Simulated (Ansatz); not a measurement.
In a free zigzag chain of Be atoms, spin-degenerate bands cross the Fermi level 3 times between Γ and the zone edge.

Computed with PBE (plane waves to 420 eV, PAW; Ansatz, an electronic-structure program). Mesh 1×1×86. No spin polarisation, so a magnetic state wasn't tested. It repeats along c; a and b span vacuum. A hypothetical model. It keeps the symmetry and period of its start, so it need not be a minimum against all distortions. Pairing along the axis, which can open a gap, is among the distortions not tried.

### Question
What are the conductance and the two-terminal resistance of a perfect, endless piece?

### Answer
Each crossing on the half of the zone with k > 0 has a partner at −k, so it gives one mode in each direction. Counting spin there are 6 modes, each carrying e²/h = 38.74 μS. G = 6 × 38.74 = 232.4 μS and R = 1/G = 4.30 kΩ, whatever the length. Scattering by phonons, roughness and contacts can only raise R.
